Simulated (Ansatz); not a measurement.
ScGe (Cmcm, No. 63, 4 atoms in the cell; start mp-9970), treated with LDA (Ansatz, a quantum-chemistry and plane-wave program, PAW).

Run with plane-wave cutoff 520 eV, 16×16×14 k mesh (along the axes of the cell as run), Fermi–Dirac smearing 0.05 eV, scalar-relativistic PAW data made under PBE.

Cell (relaxed at this level):

Space group Cmcm (No. 63); a = 3.9334 Å, b = 9.8905 Å, c = 3.6985 Å, α = β = γ = 90.00°

```
atom  site  symmetry       x       y       z
----  ----  --------  ------  ------  ------
Sc      4c       m2m  0.0000  0.1363  0.7500
Ge      4c       m2m  0.0000  0.5900  0.2500
```
(The calculation used a cell of 4 atoms; values per cell refer to that cell.)

Problem. What does this level give for the bulk modulus?

Solution. 
- bulk modulus: 106 GPa

The run finds no gap.

Note: the bulk modulus is −V dP/dV from two relaxed cells at ±2 % in volume; the relaxation could not lower the start's symmetry, so the cell can be a saddle point above a distorted one.

Cost on a shared machine: around 15 core-minutes (rough).

A start named mp-… is a Materials Project structure, which need not be a measured phase.
